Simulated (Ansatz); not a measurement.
For Bi₂Te₃ (model structure, started from the A-La2O3 type, P-3m1, No. 164, 5 atoms in the cell), PBEsol in Ansatz (PAW) gives:

| Item | Value |
|---|---|
| lattice parameter a | 4.350 Å |
| c axis length | 10.557 Å |
| formation enthalpy | -0.213 eV/atom |

Q: What does PBE-D3(BJ) (Ansatz, a program for electronic structure, PAW) give for the same quantities?

A: 
- lattice constant a: 4.352 Å (hardly moves)
- lattice parameter c: 10.527 Å (decreases by 0.3 %)
- formation enthalpy: -0.220 eV/atom (moves by -0.007 eV/atom)

Changes are worked out from the printed values.

Unless a cell is named, each level is at its own relaxed cell (PBEsol 34.60, PBE-D3(BJ) 34.54 Å³/atom).

Levels without +SOC leave out spin–orbit coupling, which shifts energies and cells of such heavy elements.

Ansatz's density-functional and Hartree–Fock values are scalar-relativistic unless marked +SOC, with PAW data made under PBE.

A model structure was made by putting elements into a prototype or built by hand; it is no filed structure, need not be a known phase, and can be a saddle point held by its symmetry.
